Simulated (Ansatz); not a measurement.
Take CuPt (space group R-3m, No. 166; a = 2.6985 Å, c = 12.7497 Å (hexagonal axes); a cell from a computed database, its experimental status unchecked) as the base.

Perturbation: hydrostatic tension (pressure −2 GPa).

Levels (all Ansatz, a first-principles code, PAW): PBEsol (420 eV, no SOC); PBEsol+SOC (420 eV, with spin-orbit coupling).

The geometry is relaxed with PBEsol.

| Quantity | Value |
|---|---|
| PBEsol pressure | -2.0 GPa |

Predict the pressure from PBEsol+SOC.

The pressure falls by 0.2 GPa to -2.2 GPa.

Single points use the geometry relaxed with PBEsol. The spin-orbit shifts are approximate. Load acts through the strain it causes; cell and atoms are relaxed under it. No phonon test of stability was made. The runs without spin-orbit coupling are not spin-polarised.
